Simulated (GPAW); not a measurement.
Pressure against volume in AlB2-type TiB2 (space group 191) (GPAW, LDA)

```xyz
3
Lattice="2.9122 0.0000 0.0000 -1.4561 2.5220 0.0000 0.0000 0.0000 3.1044" Properties=species:S:1:pos:R:3 pbc="T T T"
Ti     0.0000     0.0000     0.0000
B      1.4561     0.8407     1.5522
B      0.0000     1.6813     1.5522
```

Level of theory: LDA (Perdew-Wang 92), GPAW PAW datasets LDA (gpaw-data 1.0.1) (plane waves; GPAW). Settings: mode = pw; ecut = 1040 eV; xc = LDA; kpts = 23 23 18; mesh shift (steps) = 0 0 0; occupations.name = fermi-dirac; occupations.width = 0.05 eV; nbands = -7; convergence.density = 1e-05 e/electron; convergence.energy = 1e-05 eV/electron; symmetry.symmorphic = false; symmetry.tolerance = 0.0005; maxiter = 120. The cell above is the first row's. The rows scale it uniformly. In all rows fractional positions and the k mesh are held.

| V (Å^3/atom) | P (GPa) |
|---|---|
| 7.600 | 25.23 |
| 7.765 | 17.50 |
| 7.930 | 10.47 |
| 8.096 | 4.11 |
| 8.261 | -1.65 |
| 8.426 | -6.89 |
| 8.591 | -11.63 |
| 8.756 | -15.94 |
| 8.922 | ? |

Problem. Fit P against V with a cubic, and predict the withheld value at V = 8.922.

Solution. With u = V - 8.2, the rows have u = -0.6000, -0.4350, -0.2700, -0.1040, 0.0610, 0.2260, 0.3910, 0.5560. Least squares gives P = 0.401 - 34.428·u + 10.264·u² - 2.194·u³. Residuals (row less fit): 0.003, 0.000, -0.018, 0.015, 0.011, -0.009, -0.008, 0.005; standard error 0.015 (degrees of freedom: 4). The fitted pressure is zero at V0 = 8.212, where dP/dV = -34.19, so B0 = -V0·dP/dV = 281 GPa. At the withheld row, u = 0.7220, so P = 0.401 - 34.428 × 0.7220 + 10.264 × 0.7220² - 2.194 × 0.7220³ = -19.931 GPa. The calculation gives -19.84 GPa, 0.091 GPa above the prediction (0.2 % of the range of P in the table). The row lies outside the fitted rows, so this is an extrapolation. From the scatter of the fitted rows alone, a prediction at this place has a standard error of 0.039 GPa, so the miss is 2.3 times that.

Carrying the step between the two nearest rows on in a straight line would have given -20.28, off by 0.44; series whose last step already gives the withheld value aren't shown. The scan was laid around a cell of about the measured size, scaled by a guess for this functional; axis ratios and inner coordinates come from that cell. The runs keep the symmetry of the cell, so they don't test it for distortions. Spin polarisation is off. The shape of the cell and the inner coordinates aren't relaxed, so V0 and B0 belong to this uniform scaling; a relaxed crystal lies no higher in energy and is usually softer. Cutoffs and mesh are single choices, not tested for convergence of this quantity. Series with a scatter that would blur these digits, or in which a gap closes, are not shown.
